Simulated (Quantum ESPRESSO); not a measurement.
Quantum ESPRESSO run on Hf (P6_3/mmc, 2 atoms in the cell): self-consistent single point.

Level of theory: PBE, spin-orbit coupling, PseudoDojo fully relativistic norm-conserving (PBE) pseudopotentials (plane waves; Quantum ESPRESSO).

```
CELL_PARAMETERS angstrom
      3.22015     0.00000     0.00000
     -1.61008     2.78873     0.00000
      0.00000     0.00000     5.08893
ATOMIC_POSITIONS crystal
  Hf 0.33333 0.66667 0.25000
  Hf 0.66667 0.33333 0.75000
```

Reference input (self-consistent single point, DFT, PBE, plane waves, PseudoDojo standard norm-conserving (PBE) pseudopotentials): ecutwfc = 60 Ry; occupations = smearing; smearing = gaussian; degauss = 0.0099958 Ry; potentials = {Hf: Hf.upf}; K_POINTS = automatic 16 16 9 0 0 0; conv_thr = 1e-10 Ry; mixing_beta = 0.5. This run's input differs from it in these lines:

```diff
@@ -16,2 +16,4 @@
     degauss = 0.0099958,
+    noncolin = .true.,
+    lspinorb = .true.,
 /
```

Its files differ too (potentials: PseudoDojo fully relativistic norm-conserving (PBE)).

Output, abridged:

```
     Self-consistent Calculation

     iteration #  1     ecut=    60.00 Ry     beta= 0.50

     Threshold (ethr) on eigenvalues was too large:
     Diagonalizing with lowered threshold

     total energy              =    -226.14190311 Ry
     estimated scf accuracy    <       0.04258785 Ry

     iteration #  2     ecut=    60.00 Ry     beta= 0.50

     total energy              =    -226.14318959 Ry
     estimated scf accuracy    <       0.00534999 Ry

     iteration #  3     ecut=    60.00 Ry     beta= 0.50

     total energy              =    -226.14386118 Ry
     estimated scf accuracy    <       0.00020801 Ry

   [... 3 blocks of this kind left out ...]

     iteration #  7     ecut=    60.00 Ry     beta= 0.50

     total energy              =    -226.14392288 Ry
     estimated scf accuracy    <          5.0E-10 Ry

     iteration #  8     ecut=    60.00 Ry     beta= 0.50
     End of self-consistent calculation

     Number of k-points >= 100: set verbosity='high' to print the bands.

     the Fermi energy is    14.2630 ev

!    total energy              =    -226.14392288 Ry
     estimated scf accuracy    <          1.4E-11 Ry
     smearing contrib. (-TS)   =      -0.00107079 Ry
     internal energy E=F+TS    =    -226.14285209 Ry

     convergence has been achieved in   8 iterations

     Forces acting on atoms (cartesian axes, Ry/au):

     atom    1 type  1   force =     0.00000000    0.00000000    0.00000000
     atom    2 type  1   force =     0.00000000    0.00000000    0.00000000

     Total force =     0.000000     Total SCF correction =     0.000000

          total   stress  (Ry/bohr**3)                   (kbar)     P=      -15.26
  -0.00010752   0.00000000   0.00000000          -15.82        0.00        0.00
   0.00000000  -0.00010752   0.00000000            0.00      -15.82        0.00
   0.00000000   0.00000000  -0.00009616            0.00        0.00      -14.15

   JOB DONE.
```

The run converged in 8 iterations. Against the reference run the pressure hardly changes (-1.43 to -1.53 GPa).

The starting cell comes from a database of computed structures (which also holds hypothetical and non-ambient phases and stackings), without a prior relaxation at this level. Its lattice was rescaled by a random factor within 2.5 % of one.

Cost on one core of a shared machine: roughly 4 min.
